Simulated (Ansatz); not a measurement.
# LiF in the rock salt structure (space group Fm-3m, No. 225)

Space group Fm-3m (No. 225); a = b = c = 4.0680 Å, α = β = γ = 90.00°

```json
[
 {"atom": "Li", "site": "4a", "symmetry": "m-3m", "x": "0.0000", "y": "0.0000", "z": "0.0000"},
 {"atom": "F", "site": "4b", "symmetry": "m-3m", "x": "0.5000", "y": "0.5000", "z": "0.5000"}
]
```
(The calculation used a cell of 2 atoms; values per cell refer to that cell.)

Computed with PBE, PAW, 420 eV (Ansatz, a program for electronic structure; no SOC). k-mesh 14×14×14 (Γ-centred); smearing 0.05 eV (Fermi–Dirac).

| Quantity | Value |
|---|---|
| Volume per atom | 8.42 Å³ |
| Density | 2.56 g/cm³ |
| Band gap | 8.83 eV, direct at Γ |
| Electron mass | 0.86 mₑ |
| Lowest conduction-band minima above the VBM | Γ 8.83 eV |
| Total energy | -508.085 eV/atom (σ→0; compares only within this code and set-up) |

Masses are band curvatures over ±0.01 Å⁻¹ around the edge. Gaps are Kohn–Sham eigenvalue differences; semilocal functionals usually give less than the measured gap. Whether these cells are dynamically stable was not tested.
